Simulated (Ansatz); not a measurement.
Consider the following.

```
CELL_PARAMETERS angstrom
      0.00000     2.75403     2.84060
      2.75403     0.00000     2.84060
      2.75403     2.75403     0.00000
ATOMIC_POSITIONS crystal
  Be 0.00000 0.00000 0.00000
  Te 0.75000 0.75000 0.75000
```

Calculation: PBEsol with spin-orbit coupling, rigid bands (plane waves, PAW; Ansatz, a quantum-chemistry and plane-wave program). Condition of this run: biaxial stress xx = yy = 2 GPa (compression positive) (the target of the relaxation). How the cell was made: cell and atoms relaxed with PBEsol, then loaded as said.

Problem. Predict the electron conductivity mass (n e² τ/σ) at 300 K, by direction if it differs.

Solution. 0.44 (x), 0.44 (y), 0.27 (z) mₑ.

Problem. Predict the hole conductivity mass (n e² τ/σ) at 300 K, by direction if it differs.

Solution. 0.33 (x), 0.33 (y), 0.39 (z) mₑ.

Problem. And the band gap?

Solution. 1.35 eV at this level; semilocal functionals usually fall short of the measured gap.

Rigid bands, one relaxation time for all states, no polarons.
